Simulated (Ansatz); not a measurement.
Consider Re in the hcp (Mg type) structure (space group P6_3/mmc, No. 194; a = 2.752 Å, c = 4.440 Å; relaxed with 0.1 eV smearing). Axes: x lies along a and z along c of the hexagonal cell.

Level of theory: Ansatz (a program for electronic structure), PBEsol, PAW, cutoff 420 eV, spin-orbit coupling left out.

For the base:

* **Shortest interatomic distance**: 2.730 Å

Modification: uniaxial strain ε_xx = +0.50 %, all other strain components held at zero; the atoms relax in the strained cell.

Problem. What does the calculation give for the energy relative to the base after the change?

Solution. The energy grows by 0.7 meV/atom.

Problem. Estimate the effect on the shortest interatomic distance.

Solution. The shortest interatomic distance grows by 0.002 Å (2.730 Å → 2.732 Å).

No phonon test of stability was made. All final runs are without spin polarisation.
